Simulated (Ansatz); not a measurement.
Thickness series in CaO

Consider CaO in the rock salt structure (space group Fm-3m, No. 225; a = 4.7948 Å). Axes: x, y, z lie along the cube axes.

Free-standing slabs (2 atom(s) a layer) normal to the z axis with 15 Å of vacuum; in-plane cell held at bulk.

All numbers come from r2SCAN, PAW, 500 eV (Ansatz, a quantum-chemistry and plane-wave program; scalar-relativistic without spin-orbit coupling).

Notes on the quantities. layer's space group: with vacuum; excess energy per area of both faces: slab less bulk energy over the cell's area: twice a surface energy.

```json
[
 {"variant": "base", "layer's space group": "–", "band gap": "4.20 eV", "excess energy per area of both faces": "–", "shortest interatomic distance": "2.397 Å"},
 {"variant": "1 layer", "layer's space group": "P4/mmm (No. 123)", "band gap": "2.66 eV", "excess energy per area of both faces": "–", "shortest interatomic distance": "2.397 Å"},
 {"variant": "2 layers", "layer's space group": "P4/nmm (No. 129)", "band gap": "3.11 eV", "excess energy per area of both faces": "1.54 J/m²", "shortest interatomic distance": "2.299 Å"},
 {"variant": "3 layers", "layer's space group": "P4/mmm (No. 123)", "band gap": "3.34 eV", "excess energy per area of both faces": "1.59 J/m²", "shortest interatomic distance": "2.349 Å"},
 {"variant": "4 layers", "layer's space group": "P4/nmm (No. 129)", "band gap": "3.41 eV", "excess energy per area of both faces": "1.58 J/m²", "shortest interatomic distance": "2.343 Å"},
 {"variant": "5 layers", "layer's space group": "P4/mmm (No. 123)", "band gap": "3.45 eV", "excess energy per area of both faces": "1.58 J/m²", "shortest interatomic distance": "2.344 Å"},
 {"variant": "6 layers", "layer's space group": "P4/nmm (No. 129)", "band gap": "3.47 eV", "excess energy per area of both faces": "1.58 J/m²", "shortest interatomic distance": "2.344 Å"},
 {"variant": "7 layers", "layer's space group": "P4/mmm (No. 123)", "band gap": "3.48 eV", "excess energy per area of both faces": "1.58 J/m²", "shortest interatomic distance": "2.344 Å"}
]
```

The excess energy carries the mismatch between the slab's and the bulk's meshes. Whether these cells are dynamically stable was not tested.
